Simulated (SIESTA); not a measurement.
Checking a run of SIESTA on SrLaMn2O5 (P1, 18 atoms in the cell). The aim is a self-consistent single point with DFT, GGA PBEsol+U, numerical atomic orbitals TZP, PseudoDojo PBEsol standard norm-conserving potentials (rewritten from UPF to PSML).

Cell that was meant: a = 5.4951 Å, b = 5.6377 Å, c = 9.1417 Å, α = 107.84°, β = 107.42°, γ = 90.25°.

Part of the input:

```
    0   0   2  0.0
%endblock kgrid.MonkhorstPack
OccupationFunction           FD
ElectronicTemperature        1000.0 meV
Spin                         polarized
%block DM.InitSpin
  1 +0.00
```

Log, with long lists cut:

```
reinit: Reading from file input.fdf

reinit: System Name: SrLaMn2O5
reinit: System Label: SrLaMn2O5

NOTE on units for spin output:
   [... lines left out ...]
initDM: WARNING: atom 2 has a closed-shell and cannot be polarized
DM filled with atomic data (user-defined):

InitMesh: MESH = 60 x 64 x 96 = 368640
InitMesh: Mesh cutoff (required, used) =   350.000   366.028 Ry
hubbard_term: recalculating local occupations    1
hubbard_term: maximum change in local occup.    0.846136
hubbard_term: recalculating Hamiltonian

stepf: Fermi-Dirac step function
hubbard_term: recalculating local occupations    1
hubbard_term: maximum change in local occup.    0.378434
hubbard_term: recalculating Hamiltonian
        iscf     Eharris(eV)        E_KS(eV)     FreeEng(eV)     dDmax    Ef(eV) dHmax(eV)
   scf:    1   -19787.823843   -19991.565158   -20013.113974  0.946513 -2.910558 31.351468
     spin moment: {S} , |S| = {        0.0        0.0   13.43711 }    13.43711
   scf:    2   -20119.719983   -20067.015225   -20083.679760  0.245257 -3.916776 13.874650
     spin moment: {S} , |S| = {        0.0        0.0   15.53506 }    15.53506
   scf:    3   -20093.387896   -20086.587139   -20103.886900  0.090445 -4.540764  2.758847
   [... lines left out ...]
hubbard_term: recalculating local occupations   21
hubbard_term: maximum change in local occup.    0.000790
   scf:   30   -20089.419262   -20089.419193   -20106.862990  0.000014 -4.474575  0.000961
     spin moment: {S} , |S| = {        0.0        0.0   16.34999 }    16.34999
hubbard_term: recalculating local occupations   22
hubbard_term: maximum change in local occup.    0.000798
   scf:   31   -20089.419182   -20089.419194   -20106.863003  0.000005 -4.474565  0.000768
     spin moment: {S} , |S| = {        0.0        0.0   16.35000 }    16.35000
SCF Convergence by DM+H criterion
max |DM_out - DM_in|         :     0.0000047289
max |H_out - H_in|      (eV) :     0.0007683077
DFT+U population converged by dTol_pop criteria:
max |pop(DFT+U)_i - pop(DFT+U)_j|:     0.0007981192
SCF cycle converged after 31 iterations

Using DM_out to compute the final energy and forces
hubbard_term: recalculating local occupations   23
hubbard_term: maximum change in local occup.    0.000798
hubbard_term: recalculating Hamiltonian and forces

siesta: E_KS(eV) =           -20089.4294

siesta: E_KS - E_eggbox =    -20089.4294

siesta: Atomic forces (eV/Ang):
     1    0.100176   -0.084596   -0.396909
     2    0.090127   -0.071901    0.380758
     3   -0.148159    0.595413    0.344690
   [... 15 lines left out ...]
   [... lines left out ...]
siesta: FreeEng =    -20106.873168
siesta: Cell volume =        255.788011 Ang**3
siesta:         -18.08850295         -8.10851816  kBar
   [... lines left out ...]
    12    -0.480068    6.480068   -0.009044  O
    13    -0.479444    6.479444   -0.011131  O
    14    -0.481767    6.481767   -0.010769  O
    15    -0.514653    6.514653   -0.024331  O
    16    -0.515386    6.515386   -0.024028  O
    17    -0.507546    6.507546   -0.025731  O
    18    -0.507525    6.507525   -0.025883  O
 Total     0.000000               16.349996
```

Task: Is this run sound? If not, what is wrong?

Result: The run is not sound. The fault is a smearing width that is far too large. A width of many tenths of an electronvolt moves electrons far across the Fermi level or the gap, and the free energy and its derivatives carry a large smearing term. To fix it, use a width small against the gap or band features. The run converged in 31 iterations without an error; against the sound input the free energy drops by 327 meV/atom, the pressure goes from -5.49 to -1.81 GPa, the largest force goes from 0.568 to 0.854 eV/Å and the size of the net moment goes from 1.00 to 0.91 μB/atom.

The sound input it was made from differs as follows (other fixes are possible):
```diff
-ElectronicTemperature        1000.0 meV
+ElectronicTemperature        100.0 meV
```

With that input, the run converged in 31 iterations: free energy E − TS -20100.9803 eV; Fermi level (on the code's own zero) -5.37 eV; pressure -5.49 GPa; largest force (vector length) 0.568 eV/Å; size of the cell's spin moment 18.00 μB (DFT, GGA PBEsol+U, numerical atomic orbitals TZP, PseudoDojo PBEsol standard norm-conserving potentials (rewritten from UPF to PSML)).

On the sound input: the starting cell comes from a database of computed structures (which also holds hypothetical and non-ambient phases and stackings), without a prior relaxation at this level. The magnetic order is the one reached from the typed start; others were not searched systematically. With U or open f shells several self-consistent states can exist. Values carry the incompleteness of an atom-centred basis. With a pressure of about -5 GPa the cell is away from its equilibrium volume at this level. Without a gap this mesh is coarse (it stands for a supercell whose shortest vector is 16 Å).
